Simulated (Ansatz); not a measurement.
The parent structure is Al2Cu (space group I4/mcm, No. 140).

```
Al2Cu
1.0
   -3.02979     3.02979     2.43726
    3.02979    -3.02979     2.43726
    3.02979     3.02979    -2.43726
Al Cu
4 2
Direct
  0.65828   0.15828   0.81655
  0.84172   0.65828   0.50000
  0.15828   0.34172   0.50000
  0.34172   0.84172   0.18345
  0.25000   0.25000   0.00000
  0.75000   0.75000   0.00000
```

Cartesian axes are those of the cell as printed.

Calculations: Ansatz (an electronic-structure program), PBE, PAW, cutoff 420 eV, no SOC.

Before the change:

```
Property    Value
--------  -------
Pressure  0.0 GPa
```

Modification: biaxial strain +0.96 %, plane normal [001], relaxed out of plane (Cartesian); in-plane vectors clamped, the third vector and the atoms free.

**Question.** Estimate the effect on the energy relative to the base and pressure.

**Answer.** The energy grows by 1.7 meV/atom; the pressure (mean of the normal stresses, compression positive) goes from zero to -1.1 GPa.

A biaxial case was relaxed in a doubled cell and then solved in the primitive one. Without a gap, meshes like the base's 12×12×12 leave anisotropic stresses uncertain by several tenths of a GPa, and small strain energies with them. No phonon test of stability was made. All final runs are without spin polarisation.
